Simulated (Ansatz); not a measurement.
An Ansatz (a quantum-chemistry and plane-wave program) input (r2SCAN (Ansatz; PAW; 500 eV plane waves; no spin-orbit coupling)):

Ansatz 0.2 input:
```yaml
crystal:
  lattice:
    - [3.3904309714, 0, 0]
    - [0, 3.3904309714, 0]
    - [0, 0, 26.986983655]
  atoms:
    - { symbol: O, position: [0.25, -0.25, 0.2779117554] }
    - { symbol: Ca, position: [0.75, 0.25, 0.2779117554] }
    - { symbol: O, position: [0.75, -0.75, 0.3667470532] }
    - { symbol: Ca, position: [1.25, -0.25, 0.3667470532] }
    - { symbol: O, position: [1.25, -1.25, 0.4555823511] }
    - { symbol: Ca, position: [1.75, -0.75, 0.4555823511] }
    - { symbol: O, position: [1.75, -1.75, 0.5444176489] }
    - { symbol: Ca, position: [2.25, -1.25, 0.5444176489] }
    - { symbol: O, position: [2.25, -2.25, 0.6332529468] }
    - { symbol: Ca, position: [2.75, -1.75, 0.6332529468] }
    - { symbol: O, position: [2.75, -2.75, 0.7220882446] }
    - { symbol: Ca, position: [3.25, -2.25, 0.7220882446] }
basis: { ecutwfc: 500, ecutrho_ratio: 4, xc_grid: 4, fft_grid_basis: typed }
kpoints: { mp_grid: { grid: [10, 10, 1] } }
hamiltonian:
  xc: r2scan
  dispersion: none
  pseudopotentials: { kind: paw }
scf: { occupations: { method: fermi_dirac, width: 0.05 }, convergence: { dr2_threshold: 0.0000000012 } }
relax: { f_tol: 0.01, max_steps: 50 }
output: { forces: true, stress: true }
checkpoint: { write: state.ck, write_every: 1000 }
```

Task: Which symmetry and how many k-points will the program report, and about how many plane waves at Γ?

Result: Space group P4/nmm (ITA 129) with 16 operations, k-points 21 of 100, and 7843 plane waves at Γ.

Stability against distortions was not tested. The cell was made from CaO in the rock salt structure (space group Fm-3m, No. 225) by this change: a free-standing slab of 6 layers (12 atoms, 2 a layer) is cut normal to the z axis, with 15 Å of vacuum and the in-plane cell held at bulk.
